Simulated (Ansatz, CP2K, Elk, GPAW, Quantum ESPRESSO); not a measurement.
## La2O3 (P-3m1, 5 atoms in the cell) computed with different codes at matched settings

Self-consistent single point.

```xyz
5
Lattice="1.9267 -3.3371 0.0000 1.9267 3.3371 0.0000 0.0000 0.0000 5.9951" Properties=species:S:1:pos:R:3 pbc="T T T"
La     1.9267     1.1124     1.4808
La     1.9267    -1.1124     4.5143
O      0.0000     0.0000     0.0000
O      1.9267     1.1124     3.8789
O      1.9267    -1.1124     2.1163
```

Shared settings, as Ansatz (a quantum-chemistry and plane-wave program) writes them: kpoints.mp_grid.grid = 7 7 4; scf.occupations.method = fermi_dirac; scf.occupations.width = 0.02 eV. Potentials and cutoffs stand in the table.

```json
[
 {"code": "CP2K", "model": "LDA (Pade form), GPW, DZVP-MOLOPT-SR-GTH basis, GTH-PADE potentials (GTH_POTENTIALS)", "pressure (GPa)": "4.76", "largest force (eV/Å)": "0.489", "gap on the mesh (eV)": "3.806", "cutoff": "grid 500 Ry"},
 {"code": "Elk", "model": "LDA (PW92), all-electron FP-LAPW, Elk's shipped species files, default APW+lo basis", "pressure (GPa)": "–", "largest force (eV/Å)": "–", "gap on the mesh (eV)": "3.891", "cutoff": "default"},
 {"code": "Quantum ESPRESSO", "model": "LDA (PZ), GBRV 1.5 ultrasoft (LDA) pseudopotentials", "pressure (GPa)": "2.86", "largest force (eV/Å)": "0.476", "gap on the mesh (eV)": "3.823", "cutoff": "40 Ry"},
 {"code": "Ansatz", "model": "LDA (PW92), default PAW files made with PBE", "pressure (GPa)": "1.62", "largest force (eV/Å)": "0.443", "gap on the mesh (eV)": "3.800", "cutoff": "420 eV"},
 {"code": "GPAW", "model": "LDA (Perdew-Wang 92), GPAW PAW datasets LDA (gpaw-data 1.0.1)", "pressure (GPa)": "–", "largest force (eV/Å)": "0.477", "gap on the mesh (eV)": "3.808", "cutoff": "900 eV"}
]
```

Size of the force on each atom (eV/Å): Sizes of forces hide their directions.

| code | La1 | La2 | O3 | O4 | O5 |
|---|---|---|---|---|---|
| CP2K | 0.489 | 0.489 | 0.000 | 0.195 | 0.195 |
| Quantum ESPRESSO | 0.476 | 0.476 | 0.000 | 0.176 | 0.176 |
| Ansatz | 0.443 | 0.443 | 0.000 | 0.171 | 0.171 |
| GPAW | 0.477 | 0.477 | 0.000 | 0.176 | 0.176 |

A dash marks a value that a program does not give, or that is left out as unsure.

Gaps are read on the mesh.

The spread over the programs that give each value: pressure within 3.14 GPa; largest force within 0.046 eV/Å; gap on the mesh within 0.091 eV.

CP2K uses small atom-centred bases, whose incompleteness enters pressures, forces and empty levels differently from a plane-wave cutoff. Elk treats all electrons, but the usual bases taken here (sphere radii, linearisation, local orbitals, empty states) were not tested for convergence, so the values are no reference for the others. Ansatz's pressure is given at a fixed set of plane waves, as the other plane-wave codes print theirs; with its correction for the finite basis it is 2.25 GPa (the shift of 0.64 GPa shows how far the cutoff is from converged). The pressure of GPAW is left out: its cutoff lies under the one at which its stress was checked. The same LDA comes in different parametrisations, which differ slightly. In the pressure, CP2K (by 2.51) lies more than 1 GPa from the median of the plane-wave programs.

The starting cell has typed, rounded lattice constants, without a prior relaxation at this level. Its lattice was rescaled by a random factor within 2.5 % of one.

Keys are those of Ansatz 0.2.
